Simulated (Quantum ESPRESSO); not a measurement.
Quantum ESPRESSO run on Mg6ZnB (P1, 8 atoms in the cell): self-consistent single point.

Method of the run: PBEsol, PseudoDojo standard norm-conserving (PBESOL) pseudopotentials (plane waves; Quantum ESPRESSO).

The change in words: atoms moved at random. Reference geometry:
```xyz
8
Lattice="3.8856 0.0000 0.0000 0.0000 4.0472 4.8849 0.0000 -4.0472 4.8849" Properties=species:S:1:pos:R:3 pbc="T T T"
Mg     1.9428     2.6036     6.1732
Mg     1.9428    -2.6036     6.1732
Mg     1.9428     0.0000     8.5243
Mg     0.0000     1.8741     3.7635
Mg     0.0000    -1.8741     3.7635
Mg     0.0000     0.0000     6.2562
Zn     1.9428     0.0000     4.1975
B      0.0000     0.0000     0.2283
```

Reference input (self-consistent single point, DFT, PBEsol, plane waves, PseudoDojo standard norm-conserving (PBESOL) pseudopotentials): ecutwfc = 85 Ry; occupations = smearing; smearing = fermi-dirac; degauss = 0.0073499 Ry; potentials = {Mg: Mg.upf, Zn: Zn.upf, B: B.upf}; K_POINTS = automatic 5 3 3 0 0 0; conv_thr = 1e-09 Ry; mixing_beta = 0.3. This run's input differs from it in these lines:

```diff
@@ -29,10 +29,10 @@
 ATOMIC_POSITIONS {angstrom}
-Mg    1.94280000    2.60359271    6.17320269
-Mg    1.94280000   -2.60359271    6.17320269
-Mg    1.94280000    0.00000000    8.52432672
-Mg    0.00000000    1.87411727    3.76345933
-Mg    0.00000000   -1.87411727    3.76345933
-Mg    0.00000000    0.00000000    6.25624676
-Zn    1.94280000    0.00000000    4.19753554
-B     0.00000000    0.00000000    0.22832233
+Mg    1.86386015    2.65341429    6.14540736
+Mg    2.04595879   -2.57350144    6.12638050
+Mg    1.96860038   -0.03927851    8.52446839
+Mg   -0.02040717    1.86754454    3.71986608
+Mg   -0.00555641   -1.91438331    3.80789767
+Mg   -0.00704459    0.05488874    6.27653882
+Zn    1.89518974   -0.07793375    4.26230014
+B     0.03060299    0.02924539    0.21690133
 K_POINTS {automatic}
```

Output (repeated stretches shortened):

```
     Self-consistent Calculation

     iteration #  1     ecut=    85.00 Ry     beta= 0.30

     total energy              =   -1134.99987870 Ry
     estimated scf accuracy    <       0.96591979 Ry

     iteration #  2     ecut=    85.00 Ry     beta= 0.30

     total energy              =   -1135.19735942 Ry
     estimated scf accuracy    <       0.43810705 Ry

     iteration #  3     ecut=    85.00 Ry     beta= 0.30

     total energy              =   -1135.25167289 Ry
     estimated scf accuracy    <       0.02053585 Ry

   [... 8 blocks of this kind left out ...]

     iteration # 12     ecut=    85.00 Ry     beta= 0.30

     total energy              =   -1135.25218637 Ry
     estimated scf accuracy    <          2.1E-09 Ry

     iteration # 13     ecut=    85.00 Ry     beta= 0.30
     End of self-consistent calculation

     the Fermi energy is     6.7779 ev

!    total energy              =   -1135.25218637 Ry
     estimated scf accuracy    <          2.0E-11 Ry
     smearing contrib. (-TS)   =      -0.00935201 Ry
     internal energy E=F+TS    =   -1135.24283436 Ry

     convergence has been achieved in  13 iterations

     Forces acting on atoms (cartesian axes, Ry/au):

     atom    1 type  1   force =     0.00500705   -0.00334923    0.00834147
     atom    2 type  1   force =    -0.00828492   -0.00014790    0.00384213
     atom    3 type  1   force =    -0.00461891    0.00567450   -0.00286343
     atom    4 type  1   force =     0.00386081   -0.01254535    0.00711844
     atom    5 type  1   force =     0.00082992    0.00926754   -0.00358344
   [... lines left out ...]

     Total force =     0.028979     Total SCF correction =     0.000014

          total   stress  (Ry/bohr**3)                   (kbar)     P=       -6.58
  -0.00001496   0.00002150  -0.00001094           -2.20        3.16       -1.61
   0.00002150  -0.00006654  -0.00002495            3.16       -9.79       -3.67
  -0.00001094  -0.00002495  -0.00005267           -1.61       -3.67       -7.75

   JOB DONE.
```

The run converged in 13 iterations. Against the reference run the free energy goes up by 8.0 meV/atom, the pressure goes from -1.01 to -0.66 GPa and the largest force goes from 0.237 to 0.384 eV/Å.

The starting cell comes from a database of computed structures (which also holds hypothetical and non-ambient phases and stackings), without a prior relaxation at this level. For this run, on top of that: atoms moved at random.

Cost on one core of a shared machine: roughly 4 min.
